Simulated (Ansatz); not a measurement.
Take CaO in the rock salt structure (space group Fm-3m, No. 225; a = 4.831 Å) as the base.

Perturbation: an isotropic linear strain of −0.50 %; the atoms relax in the strained cell.

Level of theory: Ansatz (a quantum-chemistry and plane-wave program) PBE, spin-orbit coupling left out.

Base, band edges from the VBM (valence, conduction): X -0.38, 3.66; W -1.05, 6.27; L -1.16, 6.99; Γ 0.00, 4.61; K -0.77, 5.12; U -0.77, 5.12 eV.

Question: Give the band edges at the high-symmetry points of the new zone, measured from its valence-band maximum.

Answer: 
```csv
point,valence edge (eV),conduction edge (eV)
Γ,0.00,4.73
X,-0.37,3.65
U,-0.78,5.15
K,-0.78,5.15
L,-1.19,7.06
W,-1.05,6.32
```

The gap is 3.65 eV, indirect, Γ → X.

No phonon test of stability was made.
